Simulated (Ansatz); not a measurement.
Defect: interstitial O in anatase TiO2, charge state -2. The step: a concerted move, in which O travels most; the atom moves 1.20 Å along (0.25, -0.09, 0.07) of the unit cell; the moving atom starts with neighbours 4 O at 2.32; 2 Ti at 1.86 Å and ends with O at 2.16, 2 O at 2.45, O at 2.51; 2 Ti at 1.99, Ti at 2.10 Å. DFT values are from Ansatz (plane-wave PAW, 420 eV unless said) in a cell of 108 host sites, spin-restricted, static, with no finite-size correction. The charge state is imposed; whether it is stable for some Fermi level was not computed. Sites that were not tried may lie lower. The start lies 0.070 eV above the lowest site run (PBE). The order of the sites in energy changes with the mesh. For the PBE band: the saddle point's order was not checked.

```csv
Level,Forward barrier (eV),Cost of the band or of the saddle's single point
"CHGNet universal potential (has no charge state), its own band",0.00,-
"PBE, the Γ point alone, band relaxed",0.28,very roughly 30 core-minutes
"PBE, a 2×2×2 k-point mesh shifted by half a step, same geometries",0.24,very roughly 7 core-minutes
"r2SCAN at 500 eV, the Γ point alone, same geometries",0.30,very roughly 2.0 core-minutes
```

Ansatz is an electronic-structure program.
